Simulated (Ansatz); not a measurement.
Take CsBr in the CsCl type structure (space group Pm-3m, No. 221; a = 4.323 Å) as the base. Axes: x, y, z lie along the cube axes.

Calculations: r2SCAN (Ansatz, an electronic-structure program, PAW, without spin-orbit coupling).

Free-standing slabs (2 atom(s) a layer) normal to [110] with 15 Å of vacuum; in-plane cell held at bulk.

One change was made to it. Results:

The band gap drops by 0.49 eV to 4.70 eV; the valence-band top at Γ (three highest levels, from the VBM) comes out as 0.00, 0.00, -0.31 eV; the shortest interatomic distance drops by 0.104 bohr, from 7.076 bohr to 6.972 bohr.

**Question.** Name the change that was made.
A) 3 layers
B) 2 layers
C) 1 layer
D) 7 layers

**Answer.** D, 7 layers. For comparison, the valence-band top at Γ in the other runs: 3 layers gives 0.00, -0.05, -0.34 eV; 1 layer gives 0.00, -0.57, -0.63 eV; 2 layers gives 0.00, 0.00, -0.23 eV.

Whether these cells are dynamically stable was not tested.
